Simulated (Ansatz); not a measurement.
## Effect of Al → Eu on Ti3Al

The reference is Ti3Al (space group P6_3/mmc, No. 194; a = 5.6876 Å, c = 4.6084 Å).

One thing is altered: every Al is replaced by Eu; the structure is relaxed again.

Level of theory: DFT with PBEsol, PAW potentials and a 420 eV plane-wave cutoff in Ansatz (an electronic-structure program), no spin-orbit coupling. Settings: 9×9×10 k-points, 0.05 eV Fermi–Dirac smearing, for the changed cell.

```yaml
volume_per_atom: 19.79 Å³ (base 16.14 Å³)
density: 6.20 g/cm³ (base 4.39 g/cm³)
lattice_parameter_a: 6.159 Å (base 5.688 Å)
c/a ratio: 0.782 (base 0.810)
space_group: P6_3/mmc (No. 194) (base P6_3/mmc (No. 194))
shortest_interatomic_distance: 2.816 Å (base 2.792 Å)
band_gap: zero (base zero)
magnetic_state: ferromagnetic (base not spin-polarised)
```

Cost of the whole job for the changed cell (relaxation, final SCF and bands): about 26 core-minutes (a rough figure).

The magnetic state is the one reached from the starting moments; the real material's order can differ, and small cells can't hold many antiferromagnetic ones. The state of the 4f shell was not checked for lower solutions. Whether these cells are dynamically stable was not tested. As relaxed here, EuTi3 is a hypothetical phase, not in the database extracts checked. Spin-polarised in the final run: EuTi3; the other runs are not.
